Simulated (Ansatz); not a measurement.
```
Co3Zr5O8Si6
1.0
    3.61763    -0.00196    -0.01095
    1.80887     3.13035    -0.19436
    0.07734    -0.67078    23.51890
O Zr Co Si
8 5 3 6
Direct
  0.93099   0.35296   0.13183
  0.28498   0.64515   0.06925
  0.22222   0.77008   0.25832
  0.57650   0.06187   0.19517
  0.51368   0.18686   0.38440
  0.86788   0.47870   0.32126
  0.80526   0.60353   0.51029
  0.15921   0.89577   0.44775
  0.96215   0.29071   0.03766
  0.25341   0.70754   0.16376
  0.54522   0.12432   0.28982
  0.83665   0.54120   0.41588
  0.12761   0.95863   0.54198
  0.75811   0.69817   0.65065
  0.04490   0.12471   0.78981
  0.33182   0.55103   0.92896
  0.43454   0.34516   0.62160
  0.07794   0.05867   0.69083
  0.72431   0.76573   0.75191
  0.36551   0.48366   0.82770
  0.01196   0.19064   0.88879
  0.65537   0.90404   0.95801
```

The first 13 atoms are the substrate (ZrO2-c), the rest the film (CoSi2).

Calculation: PBE (plane waves to 420 eV, PAW; Ansatz, a quantum-chemistry and plane-wave program). Spin–orbit coupling is left out; the runs are not spin-polarised; PBE gaps are too small against experiment. Its k-point mesh 10×10×1, Fermi–Dirac width 0.05 eV.

Task: Describe the bonding at the interfaces and give the barriers.

Result: A periodic stack without vacuum, fluorite-type CoSi2 (1 1 1) on cubic ZrO2 (1 1 1) (film strained to the substrate, started from cuts of the bulks and a machine-learned relaxation; slabs O8Zr5 and Co3Si6, which can lie off the formulas; of A or B type as the cell shows): substrate slab O8Zr5, film Co3Si6, surface cells [[0, -1], [1, -1]] and [[1, 0], [0, 1]], film strained by -4.6 and -4.6 %, outermost planes Zr/Zr and Si/Si as cut, which need not be the usual terminations and can put a slab off its formula.
The interface area is 11.3 Å². The period comes out as 23.44 Å, the heights between the nearest atoms of the two slabs at the two interfaces comes out as 1.87 and 1.87 Å and the Si–Zr contacts across the interfaces within 1.22 times the sum of covalent radii is 8, mean 2.97 Å. The Co–Zr contacts across the interfaces within 1.22 times the sum of covalent radii is 6, mean 3.29 Å and the hole barrier (PBE) is 2.53 eV. The electron barrier (PBE) comes out as 0.79 eV.
